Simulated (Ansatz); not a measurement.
The slab is Si(111) 1x1 surface, 6 top atoms, 3 bilayers, bottom bilayer H-capped and fixed, every top atom capped by H; cell 11.5 x 6.6 Å; two neighbouring H replaced by SH; about 7 Å thick over the host's atoms, 18 atoms held. Method: PBE-D3(BJ) (plane waves to 420 eV, PAW; Ansatz, an electronic-structure program). Sampling: 1x2x1 k points. Some slab states were started with spin and the others were run without it. No spin-orbit coupling. No Hubbard U. Slab thickness, cell and mesh are as stated and are not converged limits. No zero-point or entropy terms are included. Each state was relaxed from one prepared geometry.

End state of this step: the surface fragment of WF6 exchanges a second ligand with a neighbouring S-H group. Atoms near the product:

```
atom    x (Å)   y (Å)   z (Å)
-----  ------  ------  ------
H(44)  -3.776  -0.018  11.072
H(45)  -1.932   3.348  11.050
S(46)  -6.091   4.234  11.366
H(49)  -4.521   2.341  13.361
W(a0)  -7.470   3.097  12.859
F(a2)  -6.014   2.745  14.099
F(a3)  -7.652   4.756  13.679
F(a4)  -6.896   1.491  12.080
F(a5)  -3.793   2.181  12.770
F(a6)  -8.546   2.252  14.153
```

Question: What energy does it take to move HF into the gas, one a cell, with the surface relaxed behind it, and what are its closest contacts before it leaves?

Answer: 0.37 eV. Its closest contacts to the rest of the cell: H(49)...F(a2) 1.71 Å, F(a5)...F(a2) 2.65 Å, F(a5)...H(44) 2.78 Å.
